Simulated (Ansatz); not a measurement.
Defect: interstitial Cl in monoclinic HfO2, charge state -1. Calculation: PBE, PAW (plane waves to 420 eV; Ansatz, a first-principles code).

96-site cell at the relaxed PBE lattice, the Γ point alone, smearing 0.01 eV, spin-restricted, no finite-size correction. Energies are static. Spin-orbit coupling is left out. The charge state is imposed; whether it is stable for some Fermi level was not computed. Sites that were not tried may lie lower.

Barriers: single points on a 2×2×2 k-point mesh shifted by half a step at the bands' geometries.

The step: a concerted move, in which Cl travels most; the atom moves 1.33 Å along (-0.15, -0.12, -0.19) of the unit cell; the moving atom starts with neighbours Hf at 2.43, 2 Hf at 2.57, Hf at 2.66; O at 2.46, O at 2.53, O at 2.54, O at 2.57, O at 2.77, O at 2.90, O at 2.91, O at 2.95, O at 3.15 Å and ends with Hf at 2.47, Hf at 2.49, Hf at 2.56, Hf at 3.01, Hf at 3.03, Hf at 3.06; O at 2.48, O at 2.49, 2 O at 2.58, O at 2.71, O at 2.74, O at 2.84, O at 2.97, O at 3.10, O at 3.15 Å.

Q: What migration barrier of this step does PBE, PAW give?

A: 0.38 eV forward and 0.32 eV backward. At the saddle the moving atom has neighbours Hf at 2.40, 2 Hf at 2.49; O at 2.38, 2 O at 2.60, O at 2.63, 2 O at 2.72, O at 2.86 Å. The program found a first-order saddle point.
